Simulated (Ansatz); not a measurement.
Converging the plane-wave cutoff: CrO2 (Cmm2, 6 atoms in the cell)

```
CELL_PARAMETERS angstrom
      4.44210     0.00000     0.00000
      0.00000     4.44210     0.00000
      0.00000     0.00000     2.93460
ATOMIC_POSITIONS crystal
  Cr 0.00000 0.00000 0.01704
  Cr 0.50000 0.50000 0.50000
  O  0.30300 0.30300 0.00000
  O  0.80300 0.19700 0.50000
  O  0.19700 0.80300 0.50000
  O  0.69700 0.69700 0.00000
```
Moments meant for the start (each program seeds them in its own way; μB, in the order of the atoms Cr Cr O O O O): 2.5 2.5 0.0 0.0 0.0 0.0.

Method of the run: PBEsol, default PAW files made with PBE (plane waves; Ansatz, a program for electronic structure).

Base settings: basis.ecutwfc = 420 eV; kpoints.mp_grid.grid = 3 3 5; hamiltonian.xc = pbesol; hamiltonian.pseudopotentials = {kind: paw} (the program's default PAW files); magnetization.spin_polarized = true; scf.occupations.method = fermi_dirac; scf.occupations.width = 0.1 eV.

The second cell is the first with its lattice scaled by 0.98.

The mesh stays at the base's, so the ladder's end is converged at best in this setting alone.

The first pressure column holds Ansatz's estimate of the finite-basis (Pulay) stress, which hides part of the cutoff error; the other is without it.

Only quantities that move along the ladder and can be compared are tabulated.

The magnetic state is not the same in all runs (site moments differ, or a search went on to a lower state), so steps between rows are not convergence errors alone.

The count of work is k-points × plane waves × bands × iterations; it is no time. 

The starting cell has typed, rounded lattice constants, without a prior relaxation at this level. Its lattice was rescaled by up to half a per cent. One atom was moved a little off its site on purpose. The magnetic order is the one reached from the typed start; others were not searched systematically. In the base run, with a pressure of about -9 GPa the cell is away from its equilibrium volume at this level. Without a gap this mesh is coarse (it stands for a supercell whose shortest vector is 13 Å).

Steps (basis.ecutwfc): 145 eV; 170 eV; 190 eV; 210 eV; 230 eV; 250 eV; 295 eV; 335 eV; 380 eV; 420 eV; 460 eV; 505 eV; 565 eV; 630 eV; 735 eV; 840 eV; 1010 eV.

Q: What is the coarsest basis.ecutwfc that holds the free energy within 5 meV/atom of the last step, with all finer ones?

A: 460 eV, at 0.30 of the last step's count of work; the step before is off by 5.8 meV/atom.

Q: What is the coarsest basis.ecutwfc that holds the pressure within 0.5 GPa of the last step, with all finer ones?

A: 380 eV, at 0.27 of the last step's count of work; the step before is off by 0.84 GPa.

Q: What is the coarsest basis.ecutwfc that holds the forces within 0.02 eV/Å of the last step, with all finer ones?

A: 380 eV, at 0.27 of the last step's count of work; the step before is off by 0.045 eV/Å.

```tsv
basis.ecutwfc	free energy less the last step's (meV/atom)	energy of the compressed cell less the first (meV/atom)	pressure (GPa)	pressure without the Pulay estimate (GPa)	largest difference of a force vector from the last step's (eV/Å)	count of work / last
145 eV	29814.84	796.92	26.55	-1162.10	2.753	0.093
170 eV	15605.33	148.07	61.28	-734.85	0.625	0.072
190 eV	9072.54	-46.81	37.50	-494.94	1.072	0.076
210 eV	5089.92	66.64	3.91	-325.77	1.067	0.097
230 eV	2982.36	52.44	-18.48	-221.38	0.504	0.098
250 eV	1747.36	-22.43	-18.78	-150.44	0.121	0.13
295 eV	464.58	-6.23	-12.52	-58.96	0.081	0.17
335 eV	134.14	-10.51	-10.24	-27.01	0.045	0.21
380 eV	27.03	-7.71	-9.39	-13.71	0.005	0.27
420 eV	5.84	-7.05	-9.36	-10.33	0.001	0.27
460 eV	1.96	-7.12	-9.37	-9.54	0.001	0.30
505 eV	1.31	-7.15	-9.38	-9.41	0.001	0.41
565 eV	0.96	-7.19	-9.39	-9.42	0.001	0.51
630 eV	0.67	-7.22	-9.39	-9.41	0.000	0.57
735 eV	0.53	-7.23	-9.39	-9.40	0.000	0.72
840 eV	0.31	-7.24	-9.40	-9.42	0.000	0.76
1010 eV	0.00	-7.26	-9.40	-9.41	0.000	1.0
```

The energy difference between the two cells stays within 1 meV/atom of the last step's from 380 eV on, the total only from 565 eV on: much of the error is common to both cells and cancels.

At the lowest cutoff the pressure without the Pulay estimate lies 1150 GPa under the last step's, the usual sign of Pulay stress in an incomplete plane-wave basis.

Keys are those of Ansatz 0.2.
